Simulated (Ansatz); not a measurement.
# Ti2InC (P6₃/mmc, No. 194; cell taken from a computed entry)

The numbers are results of LDA (PAW; Ansatz, a quantum-chemistry and plane-wave program), not measurements.

Settings: plane-wave cutoff 520 eV, 24×24×4 k mesh (along the axes of the cell as run), Fermi–Dirac smearing 0.047 eV (set by the program), no spin polarisation, scalar-relativistic PAW data made under PBE.

Cell: relaxed at this level.

```
Item                                             Value
---------------------------------------------  -------
Voigt–Reuss–Hill bulk modulus                  149 GPa
Voigt–Reuss–Hill shear modulus (Hill average)  110 GPa
Young modulus                                  266 GPa
Poisson ratio                                    0.203
```

Note: the relaxation could not lower the start's symmetry, so the cell can be a saddle point above a distorted one.

Elastic constants are with the ions relaxed.

Spin–orbit coupling is not included.
